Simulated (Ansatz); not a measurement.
Take SnSe in the GeS type structure (space group Pnma, No. 62; a = 11.492 Å, b = 4.169 Å, c = 4.385 Å; layered, stacked along the Cartesian x axis) as the base.

All numbers come from plane-wave PAW DFT at the PBE-D3(BJ) level (Ansatz, a first-principles code, 420 eV), scalar-relativistic without spin-orbit coupling, earlier PAW set.

One thing is altered: the cell is scaled by 0.9689 in all directions, atoms relaxed at fixed cell.

What does the calculation give for the largest internal atomic displacement after the change?

The largest internal atomic displacement is 0.126 Å.

Estimate the effect on the energy relative to the base.

The energy increases by 30 meV/atom.

The cells carry an imposed strain or load. Stability against distortions was not tested. The final runs are not spin-polarised. The program warned that a D3 coordination switch lies within reach, so dispersion energies are less smooth here.
